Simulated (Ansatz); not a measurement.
## Hypothetical P6_422 BeS: pressure 10 GPa

Start from BeS (space group P6_422, No. 181; a = 3.424 Å, c = 7.746 Å; a hypothetical phase, not in the database extracts checked).

One thing is altered: a hydrostatic pressure of 10 GPa.

Calculations: PBEsol, PAW, 420 eV (Ansatz, a program for electronic structure; scalar-relativistic without spin-orbit coupling). Settings: 11×11×5 k-points, 0.05 eV Fermi–Dirac smearing.

| quantity | base | changed | shift |
|---|---|---|---|
| density | 2.60 g/cm³ | 2.82 g/cm³ | +0.22 g/cm³ |
| lattice parameter a | 3.424 Å | 3.329 Å | -0.0942 Å |
| c/a ratio | 2.262 | 2.267 | +0.005 |
| shortest interatomic distance | 2.144 Å | 2.087 Å | -0.057 Å |
| band gap (an upper bound: an edge found on the path is not a true extremum; the base alone) | 2.48 eV | 2.29 eV | -0.198 eV |

Final structure:

```xyz
6
Lattice="3.3294 0.0000 0.0000 -1.6647 2.8834 0.0000 0.0000 0.0000 7.5491" Properties=species:S:1:pos:R:3 pbc="T T T"
Be    -0.8324     1.4417     2.5164
Be     0.8324     1.4417     5.0327
Be     1.6647     0.0000     0.0000
S     -0.8324     1.4417     6.2909
S      0.8324     1.4417     1.2582
S      1.6647     0.0000     3.7746
```

Cost of the whole job for the changed cell (relaxation, final SCF and bands): roughly 30 core-seconds.

Load acts through the strain it causes; cell and atoms are relaxed under it. Stability against distortions was not tested. Competing high-pressure phases were not computed. The base started in P3_121 and relaxed to P6_422 at this level.
